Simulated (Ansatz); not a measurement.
A constructed model of the (111) surface of fcc Ni, ferromagnetic, a layer of Ga in place of the second plane (bottom of the slab: a bare face, its two planes held)

Calculation: PBE (plane waves to 420 eV, PAW; Ansatz, an electronic-structure program).

Model: 6-atom slab, 10.1 Å thick at the start (thin: gaps and levels are the slab's own), 17x17x1 mesh, Fermi-Dirac 0.1 eV, dipole correction, 2 atoms held, the rest relaxed; held to the start's symmetry, so lower structures may exist; spin-polarised, ending with about 2.4 μB a cell; orders that need a larger cell were not tried, no spin-orbit, no U. In PBE it is, or lies within 0.01 eV a 1x1 cell of, the lowest of the 2 structures of its composition computed so far; larger cells were not tried.

```json
{
  "work_function_of_the_top_face": "5.07 eV",
  "energy_released_by_relaxation": "0.006 eV",
  "magnetic_moment_of_the_cell": "2.42 μB",
  "cost": "roughly 6 core-minutes"
}
```
